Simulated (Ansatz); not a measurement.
Worked example: self-consistent single point of TiCd (P4mm, 4 atoms in the cell) in Ansatz (a program for electronic structure).

Computed with PBEsol, default PAW files made with PBE (plane waves; Ansatz).

The change in words: lattice scaled by 0.98; kpoints.mp_grid.grid: 11 11 4 → 12 12 4. Reference geometry:
```
CELL_PARAMETERS angstrom
      2.90254     0.00000     0.00000
      0.00000     2.90254     0.00000
      0.00000     0.00000     9.05925
ATOMIC_POSITIONS crystal
  Ti 0.00000 0.50000 0.39679
  Ti 0.50000 0.00000 0.60873
  Cd 0.00000 0.50000 0.86667
  Cd 0.50000 0.00000 0.13333
```

Reference input (self-consistent single point, DFT, PBEsol, plane waves, default PAW files made with PBE): basis.ecutwfc = 420 eV; kpoints.mp_grid.grid = 11 11 4; hamiltonian.xc = pbesol; hamiltonian.pseudopotentials = {kind: paw} (the program's default PAW files); scf.occupations.method = fermi_dirac; scf.occupations.width = 0.1 eV. This run's input differs from it in these lines:

Ansatz 0.2 input:
```diff
@@ -2,5 +2,5 @@
   lattice:
-    - [2.902540, 0.000000, 0.000000]
-    - [0.000000, 2.902540, 0.000000]
-    - [0.000000, 0.000000, 9.059251]
+    - [2.844489, 0.000000, 0.000000]
+    - [0.000000, 2.844489, 0.000000]
+    - [0.000000, 0.000000, 8.878066]
   atoms:
@@ -13,3 +13,3 @@
 kpoints:
-  mp_grid: { grid: [11, 11, 4] }
+  mp_grid: { grid: [12, 12, 4] }
 hamiltonian:
```

Log, with long lists cut:

```
SCF iter   1: F=—  HF=-21316.310149 eV  |F-HF|=—  |Δ(HF+E_count)|=         —  Δρ=8.24e-3  dr2=4.09e-2  ethr=1.77e-3  ⟨swp⟩=4.8  Hψ=10230  notcnv=0
all-band conjugate gradients solve this SCF's bands
preconditioner: auto → Kerker (q_TF=auto, 2.676 Å⁻¹)
SCF iter   2: F=—  HF=-21316.300789 eV  |F-HF|=—  |Δ(HF+E_count)|=   9.36e-3  Δρ=3.53e-3  dr2=8.79e-3  ethr=6.39e-5  ⟨swp⟩=2.2  Hψ=5188  notcnv=0
SCF iter   3: F=—  HF=-21316.298932 eV  |F-HF|=—  |Δ(HF+E_count)|=   1.86e-3  Δρ=1.08e-3  dr2=9.75e-4  ethr=1.37e-5  ⟨swp⟩=2.0  Hψ=4584  notcnv=0
SCF iter   4: F=—  HF=-21316.298741 eV  |F-HF|=—  |Δ(HF+E_count)|=   1.91e-4  Δρ=2.18e-4  dr2=4.72e-5  ethr=1.52e-6  ⟨swp⟩=2.0  Hψ=4463  notcnv=0
SCF iter   5: F=—  HF=-21316.298659 eV  |F-HF|=—  |Δ(HF+E_count)|=   8.20e-5  Δρ=6.29e-5  dr2=2.64e-6  ethr=7.38e-8  ⟨swp⟩=2.9  Hψ=5357  notcnv=0
SCF iter   6: F=—  HF=-21316.298659 eV  |F-HF|=—  |Δ(HF+E_count)|=   4.81e-7  Δρ=1.50e-5  dr2=2.09e-7  ethr=4.13e-9  ⟨swp⟩=2.1  Hψ=4973  notcnv=0
SCF iter   7: F=-21316.298659 eV  HF=-21316.298659 eV  |F-HF|=6.47e-9  |Δ(HF+E_count)|=   4.36e-8  Δρ=3.00e-6  dr2=1.07e-8  ethr=1.56e-10  ⟨swp⟩=4.6  Hψ=10276  notcnv=0
SCF 1 converged in 7 iterations: F = -21316.298659 eV  dr2 = 1.07e-8
Free energy (F): -21316.298659 eV
Internal energy: -21316.229389 eV  (E = F + TS)
E sigma→0 (E₀):  -21316.264024 eV
Entropy (-TS):   -0.069270 eV (-17.318 meV/atom)
Fermi energy:    15.342027 eV
--- Forces (eV/Å), atoms counted from 1 ---
  atom   1  Ti     0.00000000     0.00000000    -0.61934934
  atom   2  Ti    -0.00000000     0.00000000     0.48091192
  atom   3  Cd     0.00000000     0.00000000     0.01021492
  atom   4  Cd     0.00000000     0.00000000     0.12819656
--- Stress (GPa, compression-positive) ---
        1.932987       0.000000       0.000000
        0.000000       1.932987       0.000000
        0.000000       0.000000       2.179251
  P = ⅓ Tr σ = 2.0151 GPa (20.151 kbar)
  The stress holds the Pulay correction. Without it, at fixed plane waves, as pw.x and ABINIT print it: P = 1.9836 GPa
```

The run converged in 7 iterations. Against the reference run the free energy falls by 9.8 meV/atom, the pressure goes from -3.68 to 2.02 GPa and the largest force goes from 0.296 to 0.619 eV/Å.

The starting cell comes from a database of computed structures (which also holds hypothetical and non-ambient phases and stackings), without a prior relaxation at this level. Its lattice was rescaled by up to half a per cent. One atom was moved a little off its site on purpose. For this run, on top of that: lattice scaled by 0.98. Spin polarisation is off. Ansatz's pressure includes its estimate of the finite-basis (Pulay) stress.
